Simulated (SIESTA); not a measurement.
A self-consistent single point of Tl (P6_3/mmc, 2 atoms in the cell) with SIESTA.

Level of theory: GGA PBE with spin-orbit coupling, numerical atomic orbitals DZP, PseudoDojo PBE fully relativistic norm-conserving potentials (rewritten from UPF to PSML) run with SIESTA.

```
Tl
1.0
    1.71651    -2.97308     0.00000
    1.71651     2.97308     0.00000
    0.00000     0.00000     5.47694
Tl
2
Direct
  0.33333   0.66667   0.25000
  0.66667   0.33333   0.75000
```

Reference input (self-consistent single point, DFT, GGA PBE, numerical atomic orbitals DZP, PseudoDojo PBE standard norm-conserving potentials (rewritten from UPF to PSML)): XC.functional = GGA; XC.authors = PBE; potentials = PseudoDojo PBE standard; PAO.BasisSize = DZP; PAO.EnergyShift = 0.005 Ry; MeshCutoff = 400 Ry; kgrid.MonkhorstPack = 8 8 4; OccupationFunction = MP; OccupationMPOrder = 0; ElectronicTemperature = 0.05 eV; MaxSCFIterations = 150; SCF.Mixer.Method = Pulay. This run's input differs from it in these lines:

```diff
@@ -1,2 +1,2 @@
-# files in the folder: Tl.psml (PseudoDojo PBE standard)
+# files in the folder: Tl.psml (PseudoDojo PBE fully relativistic)
 SystemName  Tl
@@ -34,2 +34,7 @@
 ElectronicTemperature        0.05 eV
+Spin                         spin-orbit
+%block DM.InitSpin
+  1 0.00 0.00 0.00
+  2 0.00 0.00 0.00
+%endblock DM.InitSpin
```

Output (repeated stretches shortened):

```
        iscf     Eharris(eV)        E_KS(eV)     FreeEng(eV)     dDmax    Ef(eV) dHmax(eV)
   scf:    1    -3295.412002    -3299.830693    -3299.832737  0.350423 -3.835055  2.033847
     spin moment: {S} , |S| = {   -0.00000    0.00000   -0.00000 }     0.00000
   scf:    2    -3300.155853    -3299.993713    -3299.995695  0.080536 -3.914909  1.237089
     spin moment: {S} , |S| = {    0.00000    0.00000    0.00000 }     0.00000
   scf:    3    -3300.162805    -3300.084777    -3300.086679  0.115348 -4.039609  0.019209
     spin moment: {S} , |S| = {    0.00000    0.00000    0.00000 }     0.00000
   [... lines left out ...]
   scf:    7    -3300.084776    -3300.084771    -3300.086687  0.000037 -4.052472  0.000214
     spin moment: {S} , |S| = {    0.00000   -0.00000    0.00000 }     0.00000
mix: Pulay -- inversion failed, > SVD [rank/size] 4 / 6
   scf:    8    -3300.084768    -3300.084771    -3300.086687  0.000021 -4.052455  0.000005
     spin moment: {S} , |S| = {   -0.00000    0.00000   -0.00000 }     0.00000
mix: Pulay -- inversion failed, > SVD [rank/size] 4 / 7
   scf:    9    -3300.084771    -3300.084771    -3300.086687  0.000000 -4.052455  0.000004
     spin moment: {S} , |S| = {    0.00000   -0.00000   -0.00000 }     0.00000
SCF Convergence by DM+H criterion
max |DM_out - DM_in|         :     0.0000001762
max |H_out - H_in|      (eV) :     0.0000036217
SCF cycle converged after 9 iterations

Using DM_out to compute the final energy and forces

siesta: E_KS(eV) =            -3300.0848

siesta: E_KS - E_eggbox =     -3300.0848

siesta: Atomic forces (eV/Ang):
     1    0.000000   -0.000006   -0.000000
     2    0.000000    0.000006   -0.000000
   Tot    0.000000   -0.000000   -0.000000
   Max    0.000006
   Res    0.000003    sqrt( Sum f_i^2 / 3N )
   Max    0.000006    constrained

Stress tensor Voigt[x,y,z,yz,xz,xy] (kbar):      -38.42      -38.53      -41.93       -0.00        0.00        0.00
(Free)E + p*V (eV/cell)    -3298.7041
Target enthalpy (eV/cell)    -3300.0867

siesta: Program's energy decomposition (eV):
siesta: Enl(+so)=      -565.440101
   [... lines left out ...]
siesta: FreeEng =     -3300.086687
siesta: Cell volume =         55.901007 Ang**3
siesta:          39.62673990         39.62684501  kBar
   [... lines left out ...]

Total              26.00000   0.00000      0.000  -0.000   0.000

Mulliken Atomic Populations:
Atom #   charge [q] valence [e]           S      Sx [e]      Sy [e]      Sz [e]  Species
     1     0.000000   13.000000    0.000000    0.000000   -0.000000    0.000000  Tl
     2    -0.000000   13.000000    0.000000   -0.000000    0.000000   -0.000000  Tl
 Total    -0.000000                0.000000    0.000000   -0.000000    0.000000
```

The run converged in 9 iterations. Against the reference run the pressure goes from 4.83 to 3.96 GPa.

The starting cell has typed, rounded lattice constants, without a prior relaxation at this level. Its lattice was rescaled by a random factor within 2.5 % of one. Values carry the incompleteness of an atom-centred basis. With a pressure of about 4 GPa the cell is away from its equilibrium volume at this level.

Cost on one core of a shared machine: roughly 3 min.
